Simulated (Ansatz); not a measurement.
```yaml
crystal:
  lattice:
    - [13.50000, 0.00000, 0.00000]
    - [0.00000, 11.00000, 0.00000]
    - [0.00000, 0.00000, 3.27104]
  atoms:
    - { symbol: Lu, position: [0.40137, 0.50000, 0.00000] }
    - { symbol: Lu, position: [0.59863, 0.50000, 0.50000] }
```

Calculation: PBE (plane waves to 420 eV, PAW; Ansatz, a program for electronic structure). Mesh 1×1×60. No spin polarisation. Periodic along z alone, with about 11 Å of vacuum beside it. A hypothetical model. Symmetry and one short period hold its shape; lower forms weren't sought. Pairing along the axis, which can open a gap, is among the distortions not tried. On relaxing, bonds broke or formed, so the name tells the start alone. Buckling under compression is shut out by symmetry and the short period.

### Question
Give the properties of this body.

### Answer
| Item | Result |
|---|---|
| PBE gap | none (under 0.01 eV) |
| axial stiffness dF/dε | 15 nN |
